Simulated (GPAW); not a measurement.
A self-consistent single point of MnFeSeS (R3m, 4 atoms in the cell) with GPAW.

Method of the run: LDA (Perdew-Wang 92)+U, GPAW PAW datasets LDA (gpaw-data 1.0.1) (plane waves; GPAW).

```yaml
crystal:
  lattice:
    - [1.72449, 0.99564, 5.45206]
    - [-1.72449, 0.99564, 5.45206]
    - [0.00000, -1.99127, 5.45206]
  atoms:
    - { symbol: Mn, position: [0.47052, 0.47052, 0.47052], spin: 4.0 }
    - { symbol: Fe, position: [0.02896, 0.02896, 0.02896], spin: 4.0 }
    - { symbol: Se, position: [0.24944, 0.24944, 0.24944] }
    - { symbol: S, position: [0.75107, 0.75107, 0.75107] }
```
(The spins are starting values, not results.)

Reference input (self-consistent single point, DFT LDA (Perdew-Wang 92), plane waves, GPAW PAW datasets LDA (gpaw-data 1.0.1)): spinpol = true; mode = pw; ecut = 850 eV; xc = LDA; kpts = 5 5 5; mesh shift (steps) = 0 0 0; occupations.name = fermi-dirac; occupations.width = 0.05 eV; nbands = -10; convergence.density = 1e-05 e/electron; convergence.energy = 1e-05 eV/electron; symmetry.symmorphic = false. This run's input differs from it in these lines:

```diff
@@ -19,2 +19,3 @@
             xc='LDA',
+            setups={'Mn': ':d,2.0'},
             kpts=(5, 5, 5),
```

Log, with long lists cut:

```
     iter     time        total  log10-change:  magmom
                         energy   eigst   dens
iter:   1 --:--:--   -28.417025                   +8.0071
iter:   2 --:--:--   -28.857602   -0.39  -1.34    +6.3767
iter:   3 --:--:--   -28.833715   -1.13  -1.40    +5.0206
iter:   4 --:--:--   -29.016910   -2.07  -1.55    +4.9841
iter:   5 --:--:--   -29.222833   -2.41  -1.48    +4.8558
   [... 74 lines left out ...]
iter:  80 --:--:--   -28.960246   -3.95  -2.35    +2.1384
iter:  81 --:--:--   -28.959622   -4.47  -2.48    +2.1401
iter:  82 --:--:--   -28.960194   -4.09  -2.52    +2.1448
   [... lines left out ...]
iter: 100 --:--:--   -28.959028c  -8.21c -4.60    +2.1613

Did not converge!

Here are some tips:

1) Make sure the geometry and spin-state is physically sound.
2) Use less aggressive density mixing.
3) Solve the eigenvalue problem more accurately at each scf-step.
4) Use a smoother distribution function for the occupation numbers.
5) Try adding more empty states.
6) Use enough k-points.
7) Don't let your structure optimization algorithm take too large steps.
8) Solve the Poisson equation more accurately.
9) Better initial guess for the wave functions.

See details here:

    https://gpaw.readthedocs.io/documentation/convergence.html
Traceback (most recent call last):
   [... frames left out ...]
gpaw.KohnShamConvergenceError: Did not converge!  See text output for help.
```

The run ended unconverged after 100 iterations. 

The starting cell comes from a database of computed structures (which also holds hypothetical and non-ambient phases and stackings), without a prior relaxation at this level.

Cost on one core of a shared machine: roughly 10 min.
